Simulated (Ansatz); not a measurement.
Consider BP in the zinc blende structure (space group F-43m, No. 216; a = 4.5366 Å).

Computed with Ansatz (a program for electronic structure) r2SCAN, no spin-orbit coupling.

Before the change:

The hole mass comes out as 0.24, 0.24, 0.32 mₑ (at Γ) and the volume per atom comes out as 11.67 Å³.

Modification: a negative pressure, −2 GPa.

Q: Estimate the effect on the hole mass and volume per atom.

A: The hole mass (degenerate bands, along [100]) becomes 0.24, 0.24, 0.31 mₑ (at Γ) (base: 0.24, 0.24, 0.32 mₑ (at Γ)); the volume per atom grows by 0.14 Å³, from 11.67 Å³ to 11.81 Å³.

The levels and masses belong to the bands next to the band gap. Load acts through the strain it causes; cell and atoms are relaxed under it. Masses are band curvatures over ±0.01 Å⁻¹ around the edge. Stability against distortions was not tested.
